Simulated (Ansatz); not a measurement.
The reference is Ag in the fcc (Cu type) structure (space group Fm-3m, No. 225; a = 4.148 Å; relaxed with 0.1 eV smearing). Axes: x, y, z lie along the cube axes.

Method: DFT with PBE, PAW potentials and a 420 eV plane-wave cutoff in Ansatz (a first-principles code), no spin-orbit coupling.

Now apply this change: every lattice vector is shortened by 1.00 %, atoms relaxed at fixed cell.

Question: Predict the stress tensor and what it implies for the stiffness.

Answer: Stress of the strained cell less that of the base (GPa, compression positive):
```
    3.0     0.0     0.0
    0.0     3.0     0.0
    0.0     0.0     3.0
```

Then B = −ΔP/(ΔV/V₀) with ΔV/V₀ = -0.0297 gives secant stiffness values (nonlinear terms included at this strain): B ≈ 101 GPa.

As a check, the harmonic strain energy −½ V₀ Δσ:ε is 5.0 meV/atom; the computed energy rise is 4.8 meV/atom.

No phonon test of stability was made.
